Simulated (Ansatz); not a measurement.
**fluorite-type CoSi2 (0 0 1) on zinc-blende GaP (0 0 1) (film strained to the substrate, started from cuts of the bulks and a machine-learned relaxation; slabs Ga6P5 and Co4Si8, which can lie off the formulas)**

A periodic stack without vacuum, fluorite-type CoSi2 (0 0 1) on zinc-blende GaP (0 0 1) (film strained to the substrate, started from cuts of the bulks and a machine-learned relaxation; slabs Ga6P5 and Co4Si8, which can lie off the formulas): substrate slab Ga6P5, film Co4Si8, surface cells [[1, 0], [1, 1]] and [[1, 0], [1, 1]], film strained by +2.7 and +2.7 %, outermost planes Ga/Ga and Si/Co as cut, which need not be the usual terminations and can put a slab off its formula.

The start was prepared with a machine-learned potential, and the result is one local minimum, with the in-plane cell held and forces under 0.04 eV/Å; the film can end far from its bulk form.

Method: PBE (plane waves to 420 eV, PAW; Ansatz, a first-principles code). No spin–orbit coupling; the runs are not spin-polarised; PBE gaps are too small against experiment. Its k-point mesh 8×8×1, Fermi–Dirac width 0.05 eV.

The interface area is 15.2 Å² and the period comes out as 25.97 Å. The heights between the nearest atoms of the two slabs at the two interfaces is 1.74 and 1.18 Å and the Ga–Si contacts across the interfaces within 1.22 times the sum of covalent radii comes out as 4, mean 2.66 Å. The Co–Ga contacts across the interfaces within 1.22 times the sum of covalent radii is 2, mean 2.32 Å and the Co–P contacts across the interfaces within 1.22 times the sum of covalent radii comes out as 1, mean 2.48 Å. The estimate of the barrier is withheld, since the two interfaces are unlike and the slope of the mean potential energy in the substrate is +2.4 MV/cm × e.

```
Co4Ga6P5Si8
1.0
    3.89429    -0.00002    -0.01465
    0.00054     3.89406     0.05748
    0.53241     1.65016    25.99733
Ga P Co Si
6 5 4 8
Direct
  0.99044   0.85963   0.12395
  0.50164   0.51601   0.01941
  0.96610   0.75165   0.33634
  0.47833   0.30737   0.23035
  0.90999   0.63845   0.55031
  0.45888   0.19614   0.44216
  0.99611   0.38967   0.06936
  0.97241   0.27960   0.28302
  0.48446   0.83551   0.17690
  0.95287   0.16747   0.49537
  0.46030   0.72391   0.38906
  0.03087   0.51849   0.77217
  0.53525   0.07236   0.67012
  0.00664   0.42667   0.97389
  0.51848   0.96601   0.87270
  0.53760   0.54538   0.72209
  0.02856   0.04367   0.72358
  0.03887   0.09532   0.62699
  0.46035   0.60002   0.61748
  0.51259   0.43839   0.92187
  0.01257   0.94816   0.92431
  0.02391   0.99139   0.82365
  0.52484   0.49282   0.82266
```
